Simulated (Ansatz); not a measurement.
Ansatz (a first-principles code) run on SrCu4Ag (Cmmm, 6 atoms in the cell): self-consistent single point

Computed with PBEsol, default PAW files made with PBE (plane waves; Ansatz).

Input as run:

Ansatz 0.2 input:
```yaml
# SrCu4Ag
crystal:
  lattice:
    - [2.51115000, -4.94333000, 0.00000000]
    - [2.51115000, 4.94333000, 0.00000000]
    - [0.00000000, 0.00000000, 4.17832000]
  atoms:
    - { symbol: Sr, position: [0.50000000, 0.50000000, 0.00000000] }
    - { symbol: Cu, position: [0.19213000, 0.80787000, 0.00000000] }
    - { symbol: Cu, position: [0.80787000, 0.19213000, 0.00000000] }
    - { symbol: Cu, position: [0.00000000, 0.50000000, 0.50000000] }
    - { symbol: Cu, position: [0.50000000, 0.00000000, 0.50000000] }
    - { symbol: Ag, position: [0.00000000, 0.00000000, 0.50000000] }
basis:
  ecutwfc: 30.9 Ry
kpoints:
  mp_grid:
    grid: [4, 4, 5]
hamiltonian:
  xc: pbesol
  pseudopotentials:
    kind: paw
scf:
  occupations:
    method: methfessel_paxton
    width: 0.01 Ry
output:
  forces: true
  eigenvalues: true
  stress: true
```

Log, with long lists cut:

```
WARN ansatz: RAYON_NUM_THREADS=1 ignored (pool sized by the plan → 1); use --threads N
Pseudopotentials: kind: paw
Pseudopotential: Sr, paw, valence charge 10
Pseudopotential: Cu, paw, valence charge 19
Pseudopotential: Ag, paw, valence charge 19
Crystal: 6 atoms, lattice volume = 103.735 Å³
Basis set: ecut = 420.4159175005146 eV, 2033 PW (Γ), exchange–correlation on 80×80×60 points (8 copies of the dense FFT grid, shifted against one another)
Bands: 63, of which v1, the nominal top of the filled ones, is band 53 counted from 1 (52 counted from 0)
Symmetry: 8 space group operations
Space group: Cmmm (ITA 65), of the structure as read, at distance tolerance 4.7e-5 Å
k-points: 21 of 80
PAW frozen core: Sr, regenerated for the run's functional, and the local potential with it
PAW frozen core: Cu, regenerated for the run's functional, and the local potential with it
PAW frozen core: Ag, regenerated for the run's functional, and the local potential with it
Initial density: superposition of atomic densities (neutral atoms: chi_scale 0, normalization atom), corrected by the library's trained network
Initial wavefunctions: pseudopotential atomic-orbital guess
Eigensolver: davidson
Functional: x = pbesol(κ = 0.804, μ = 0.12345679012345678), c = pbesol(β = 0.046)
SCF iter   1: F=—  HF=-37369.836358 eV  |F-HF|=—  |Δ(HF+E_count)|=         —  Δρ=1.50e-2  dr2=1.38e-1  ethr=1.77e-3  ⟨swp⟩=7.3  Hψ=5473  notcnv=0  defer=7
all-band conjugate gradients solve this SCF's bands
preconditioner: auto → LDOS
SCF iter   2: F=—  HF=-37370.090388 eV  |F-HF|=—  |Δ(HF+E_count)|=   2.54e-1  S|Δr|=    0.00e0  Δρ=4.55e-2  dr2=1.23e0  ethr=1.31e-4  ⟨swp⟩=2.0  Hψ=2774  notcnv=0  defer=82
preconditioner: auto → Resta (q_TF=auto, 2.734 Å⁻¹)
SCF iter   3: F=—  HF=-37369.809140 eV  |F-HF|=—  |Δ(HF+E_count)|=   2.81e-1  S|Δr|=    0.00e0  Δρ=2.76e-3  dr2=7.55e-3  ethr=1.31e-4  ⟨swp⟩=2.1  Hψ=2487  notcnv=0  defer=82
SCF iter   4: F=—  HF=-37369.808037 eV  |F-HF|=—  |Δ(HF+E_count)|=   1.10e-3  S|Δr|=    0.00e0  Δρ=1.05e-3  dr2=1.58e-3  ethr=7.19e-6  ⟨swp⟩=2.0  Hψ=1809  notcnv=0  defer=16
SCF iter   5: F=—  HF=-37369.808086 eV  |F-HF|=—  |Δ(HF+E_count)|=   4.90e-5  S|Δr|=    0.00e0  Δρ=1.73e-3  dr2=2.15e-3  ethr=1.51e-6  ⟨swp⟩=2.0  Hψ=1828  notcnv=0  defer=16
SCF iter   6: F=—  HF=-37369.807694 eV  |F-HF|=—  |Δ(HF+E_count)|=   3.92e-4  S|Δr|=    0.00e0  Δρ=1.78e-4  dr2=7.98e-5  ethr=1.51e-6  ⟨swp⟩=2.0  Hψ=1683  notcnv=0  defer=16
SCF iter   7: F=—  HF=-37369.807694 eV  |F-HF|=—  |Δ(HF+E_count)|=   1.66e-7  S|Δr|=    0.00e0  Δρ=1.34e-4  dr2=1.34e-5  ethr=7.60e-8  ⟨swp⟩=2.0  Hψ=1836  notcnv=0  defer=16
SCF iter   8: F=—  HF=-37369.807691 eV  |F-HF|=—  |Δ(HF+E_count)|=   2.69e-6  S|Δr|=    0.00e0  Δρ=3.03e-5  dr2=8.66e-7  ethr=1.28e-8  ⟨swp⟩=2.0  Hψ=1810  notcnv=0  defer=16
SCF iter   9: F=—  HF=-37369.807691 eV  |F-HF|=—  |Δ(HF+E_count)|=   5.94e-8  S|Δr|=    0.00e0  Δρ=1.89e-5  dr2=2.52e-7  ethr=8.25e-10  ⟨swp⟩=2.0  Hψ=1895  notcnv=0  defer=16
SCF iter  10: F=-37369.807691 eV  HF=-37369.807691 eV  |F-HF|=4.07e-9  |Δ(HF+E_count)|=   3.58e-8  S|Δr|=    0.00e0  Δρ=3.64e-6  dr2=1.10e-8  ethr=9.52e-11  ⟨swp⟩=9.8  Hψ=5500  notcnv=0
SCF 1 converged in 10 iterations: F = -37369.807691 eV  dr2 = 1.10e-8
SCF converged after 10 iterations
Stability not checked (fill_not_monotonic)
Free energy (F): -37369.807691 eV
Harris-Foulkes:  -37369.807691 eV  (|F-HF|=4.07e-9)
Internal energy: -37369.814849 eV  (E = F + TS)
E sigma→0 (E₀):  -37369.809481 eV
Entropy (-TS):   0.007158 eV (1.193 meV/atom)
Fermi energy:    13.003841 eV
Step filling:    the computed levels leave a gap of 0.0851 eV = 0.6 smearing widths
--- Per-component energies (eV) ---
  E_band       = -2079.904945
  E_kinetic    = 1972.167122
  E_local      = -24167.324521  (includes V_loc(G=0)·N_el)
  E_nonlocal   = 1852.896865
  E_hartree    = 10685.655501
  E_xc         = -709.399811
  E_vxc        = -854.678890  (∫ρ·V_xc dr)
  E_paw        = -12986.033699  (= ΣΔE_a)
  E_vpaw       = -2254.267389  (= ΣTr[D̂ρ^β])
  E_aug_tail   = 0.001272  (compensation charges beyond the density's cutoff)
  E_ewald      = -14019.059473
  E_core_change = 1.281895  (= ΣΔE_core)
  E_smearing   = 0.007158  (= −TS)
  E_closure    = -0.000000  (closes the sum)
  Σ components = -37369.807691   (vs F -37369.807691, Δ=0.00e0)
--- Forces (eV/Å), atoms counted from 1 ---
  atom   1  Sr     0.00000000     0.00000000     0.00000000
  atom   2  Cu     0.00000000     0.02766069     0.00000000
  atom   3  Cu     0.00000000    -0.02766069     0.00000000
  atom   4  Cu    -0.00000000     0.00000000     0.00000000
  atom   5  Cu     0.00000000     0.00000000     0.00000000
  atom   6  Ag     0.00000000     0.00000000     0.00000000
  max |Σ_I F_I| component: 5.05e-29 eV/Å
--- Stress (GPa, compression-positive) ---
       -4.576744       0.000000       0.000000
        0.000000      -3.200155       0.000000
        0.000000       0.000000      -4.353060
  P = ⅓ Tr σ = -4.0433 GPa (-40.433 kbar)
  The stress holds the Pulay correction. Without it, at fixed plane waves, as pw.x and ABINIT print it: P = -4.0952 GPa
--- Band table (eV; the first three rows and the last of 21) ---
  k-point 0: bands = ["-99.2440", "-99.2371", "-99.2064", "-99.2060", "-79.1560", "-56.8389", "-56.8116", "-56.7726", "-56.7721", "-56.7449", "-56.7406", "-56.7262", "-56.7202", "-56.7178", "-56.7100", "-56.7091", "-56.7011", "-42.6837", "-42.6434", [...]
  k-point 1: bands = ["-99.2437", "-99.2371", "-99.2068", "-99.2060", "-79.1560", "-56.8423", "-56.8039", "-56.7820", "-56.7713", "-56.7397", "-56.7350", "-56.7263", "-56.7234", "-56.7174", "-56.7137", "-56.7079", "-56.7023", "-42.6837", "-42.6436", [...]
  k-point 2: bands = ["-99.2431", "-99.2371", "-99.2074", "-99.2060", "-79.1559", "-56.8475", "-56.7924", "-56.7865", "-56.7691", "-56.7383", "-56.7383", "-56.7266", "-56.7246", "-56.7176", "-56.7164", "-56.7042", "-56.7039", "-42.6837", "-42.6439", [...]
  k-point 20: bands = ["-99.2431", "-99.2371", "-99.2074", "-99.2060", "-79.1559", "-56.8475", "-56.7924", "-56.7865", "-56.7691", "-56.7383", "-56.7382", "-56.7266", "-56.7246", "-56.7177", "-56.7163", "-56.7042", "-56.7038", "-42.6838", [...]
```

The run converged in 10 iterations.

The starting cell comes from a database of computed structures (which also holds hypothetical and non-ambient phases and stackings), without a prior relaxation at this level. Spin polarisation is off. With a pressure of about -4 GPa the cell is away from its equilibrium volume at this level. Ansatz's pressure includes its estimate of the finite-basis (Pulay) stress.
